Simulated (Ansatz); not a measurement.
The starting structures come from a database of crystals and need not be the phases stable at ambient conditions.

By PBEsol, the system below comes out a metal.

Consider the following.

```
CELL_PARAMETERS angstrom
      2.94061     0.00000     0.00000
      0.00000     2.94061     0.00000
      0.00000     0.00000     3.41097
ATOMIC_POSITIONS crystal
  Ti 0.50000 0.50000 0.50000
  Rh 0.00000 0.00000 0.00000
```

Space group of this cell: P4/mmm. The cell is taken as given; by PBEsol its mean pressure is -4.3 GPa.

Method: PBEsol (plane waves, PAW; Ansatz, an electronic-structure program).

The current runs along the normal of the first two printed vectors; no spin-orbit coupling. Scaled by the factor s: all lengths (ions clamped). The meshes follow the cell: 20×20×18 and 32×32 across at s = 0.98, 20×20×18 and 32×32 across at s = 1.00, 20×20×16 and 32×32 across at s = 1.02.

```csv
s,mean pressure (GPa),ballistic conductance per area (both spins) (× 10¹⁵ S/m²)
0.98,8.9,?
1.00,-4.3,1.34
1.02,-14.2,1.26
```

Problem. Take the slope of the ballistic conductance per area (both spins) against ln s from the two given rows, extrapolate to s = 0.98, and say what the run there gives.

Solution. Slope = (1.26 − 1.34) / ln 1.02 = -4.04 × 10¹⁵ S/m². The line gives 1.34 + (-4.04) × ln 0.98 = 1.42 × 10¹⁵ S/m². The run gives 1.41 × 10¹⁵ S/m², 0.01 × 10¹⁵ S/m² under the line, 14 % of the predicted step.
